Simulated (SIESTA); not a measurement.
A self-consistent single point of TaGa3 (I4/mmm, 4 atoms in the cell) with SIESTA.

Level of theory: LDA PW92, numerical atomic orbitals TZP, PseudoDojo LDA standard norm-conserving potentials (rewritten from UPF to PSML) (SIESTA).

The change in words: lattice scaled by 0.98. Reference geometry:
```
CELL_PARAMETERS angstrom
     -1.89517     1.89517     4.33188
      1.89517    -1.89517     4.33188
      1.89517     1.89517    -4.33188
ATOMIC_POSITIONS crystal
  Ta 0.00000 0.00000 0.00000
  Ga 0.50000 0.50000 0.00000
  Ga 0.75000 0.25000 0.50000
  Ga 0.25000 0.75000 0.50000
```

Reference input (self-consistent single point, DFT, LDA PW92, numerical atomic orbitals TZP, PseudoDojo LDA standard norm-conserving potentials (rewritten from UPF to PSML)): XC.functional = LDA; XC.authors = PW92; potentials = PseudoDojo LDA standard; PAO.BasisSize = TZP; PAO.EnergyShift = 0.01 Ry; MeshCutoff = 400 Ry; kgrid.MonkhorstPack = 9 9 9; OccupationFunction = FD; ElectronicTemperature = 1160.45 K; MaxSCFIterations = 150; SCF.Mixer.Method = Broyden; SCF.Mixer.Weight = 0.1. This run's input differs from it in these lines:

```diff
@@ -12,5 +12,5 @@
 %block LatticeVectors
-    -1.895170000    1.895170000    4.331880000
-     1.895170000   -1.895170000    4.331880000
-     1.895170000    1.895170000   -4.331880000
+    -1.857267000    1.857267000    4.245242000
+     1.857267000   -1.857267000    4.245242000
+     1.857267000    1.857267000   -4.245242000
 %endblock LatticeVectors
@@ -19,5 +19,5 @@
      0.000000000    0.000000000    0.000000000  1
-     0.000000000    0.000000000    4.331880000  2
-     0.000000000    1.895170000    2.165940000  2
-     1.895170000    0.000000000    2.165940000  2
+     0.000000000    0.000000000    4.245242000  2
+     0.000000000    1.857267000    2.122621000  2
+     1.857267000    0.000000000    2.122621000  2
 %endblock AtomicCoordinatesAndAtomicSpecies
```

The program printed (abridged):

```
        iscf     Eharris(eV)        E_KS(eV)     FreeEng(eV)     dDmax    Ef(eV) dHmax(eV)
   scf:    1    -7985.218932    -8002.661446    -8002.696441  1.286926 -2.772412  9.432464
   scf:    2    -8004.896296    -8003.857484    -8003.889293  0.114532 -2.948268  6.708000
   scf:    3    -8005.443260    -8004.981531    -8005.005045  0.253937 -3.416798  2.189590
   scf:    4    -8005.193870    -8005.134068    -8005.160162  0.230516 -3.422867  1.397176
   scf:    5    -8005.169208    -8005.185532    -8005.209128  0.078009 -3.591115  0.459445
   [... 5 lines left out ...]
   scf:   11    -8005.192235    -8005.192225    -8005.216860  0.000082 -3.555697  0.001117
   scf:   12    -8005.192225    -8005.192225    -8005.216860  0.000009 -3.555713  0.001009
   scf:   13    -8005.192225    -8005.192225    -8005.216860  0.000011 -3.555728  0.000818
   scf:   14    -8005.192225    -8005.192225    -8005.216860  0.000008 -3.555737  0.000687
SCF Convergence by DM+H criterion
max |DM_out - DM_in|         :     0.0000084154
max |H_out - H_in|      (eV) :     0.0006868436
SCF cycle converged after 14 iterations

Using DM_out to compute the final energy and forces

siesta: E_KS(eV) =            -8005.1922

siesta: E_KS - E_eggbox =     -8005.1922

siesta: Atomic forces (eV/Ang):
     1   -0.000000   -0.000000    0.000000
     2   -0.000000    0.000000    0.000000
     3    0.000217   -0.000217   -0.000000
     4   -0.000217    0.000217    0.000000
   Tot   -0.000000   -0.000000    0.000000
   Max    0.000217
   Res    0.000125    sqrt( Sum f_i^2 / 3N )
   Max    0.000217    constrained

Stress tensor Voigt[x,y,z,yz,xz,xy] (kbar):      -33.26      -33.26      -33.10        0.01        0.01        0.13
(Free)E + p*V (eV/cell)    -8004.0029
   [... lines left out ...]
siesta: FreeEng =     -8005.216860
   [... lines left out ...]
siesta:    -0.020759    0.000079    0.000004
siesta:     0.000079   -0.020759    0.000004
siesta:     0.000004    0.000004   -0.020658

siesta: Cell volume =         58.574842 Ang**3

siesta: Pressure (static):
siesta:                Solid            Molecule  Units
siesta:           0.00022573          0.00022578  Ry/Bohr**3
siesta:           0.02072571          0.02073029  eV/Ang**3
siesta:          33.20625055         33.21358702  kBar
```

The run converged in 14 iterations. Against the reference run the free energy goes down by 7.8 meV/atom and the pressure goes from -5.57 to 3.32 GPa.

The starting cell comes from a database of computed structures (which also holds hypothetical and non-ambient phases and stackings), without a prior relaxation at this level. For this run, on top of that: lattice scaled by 0.98. Spin polarisation is off. Values carry the incompleteness of an atom-centred basis. With a pressure of about 3 GPa the cell is away from its equilibrium volume at this level.

Cost on one core of a shared machine: roughly 3 min.
